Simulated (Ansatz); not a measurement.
CsCl-type ErAg was calculated with PBEsol (Ansatz, a first-principles code, PAW).

Run with plane-wave cutoff 520 eV, 16×16×16 k mesh, Fermi–Dirac smearing 0.05 eV, spin-polarised with parallel moments, scalar-relativistic PAW data made under PBE.

Computed at the level's own relaxed cell.

**Question.** Predict the equilibrium lattice constant a and bulk modulus.

**Answer.** 
* **equilibrium lattice constant a**: 3.582 Å
* **bulk modulus**: 60.4 GPa

The run finds no gap.

Note: the magnetic order was assumed, not searched for or taken from measurement; the 4f shell is treated without U or exact exchange, so its levels and filling can be wrong; the bulk modulus is −V dP/dV from two relaxed cells at ±2 % in volume.

Spin–orbit coupling is not included.

Static lattice: no zero-point or thermal effects.

Cost on a shared machine: roughly 2.3 core-minutes.
